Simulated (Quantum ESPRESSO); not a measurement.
Troubleshooting Quantum ESPRESSO: a failed run on TiBr₃ (R-3, 8 atoms in the cell). The aim is a self-consistent single point with DFT, LDA (PW92), plane waves, PseudoDojo standard norm-conserving (LDA) pseudopotentials.

Cell that was meant: a = 7.2499 Å, b = 7.2499 Å, c = 7.2499 Å, α = 53.07°, β = 53.07°, γ = 53.07°.

Part of the input:

```fortran
&system
    ibrav = 0
    nat = 8
    ntyp = 1
    ecutwfc = 85
    occupations = 'smearing'
    smearing = 'fermi-dirac'
```

The program printed (abridged):

```
     This program is part of the open-source Quantum ESPRESSO suite
     for quantum simulation of materials; please cite

Warning: card TI    47.8670  TI.UPF ignored

 %%%%%%%%%%%%%%%%%%%%%%%%%%%%%%%%%%%%%%%%%%%%%%%%%%%%%%%%%%%%%%%%%%%%%%%%%%%%%%
     Error in routine read_cards (7):
     species Ti in ATOMIC_POSITIONS is nonexistent
 %%%%%%%%%%%%%%%%%%%%%%%%%%%%%%%%%%%%%%%%%%%%%%%%%%%%%%%%%%%%%%%%%%%%%%%%%%%%%%

     stopping ...
```

Q: From the messages shown, name the fault and mend the input.

A: The fault is a species count that does not match the list of species. The number of species decides how many lines of the species card are read. To fix it, make the count match the list. The program stopped before any SCF iteration.

The sound input it was made from differs as follows (other fixes are possible):
```diff
-    ntyp = 1
+    ntyp = 2
```

With that input, the run converged in 12 iterations: free energy E − TS -5815.9337 eV; Fermi level (on the code's own zero) 5.21 eV; pressure -4.02 GPa; largest force (vector length) 0.384 eV/Å (DFT, LDA (PW92), plane waves, PseudoDojo standard norm-conserving (LDA) pseudopotentials).

On the sound input: the starting cell comes from a database of published, mostly measured structures (it also holds non-ambient and calculated ones), without a prior relaxation at this level. Spin polarisation is off, so a magnetic state, if there is one, cannot be reached. With a pressure of about -4 GPa the cell is away from its equilibrium volume at this level.
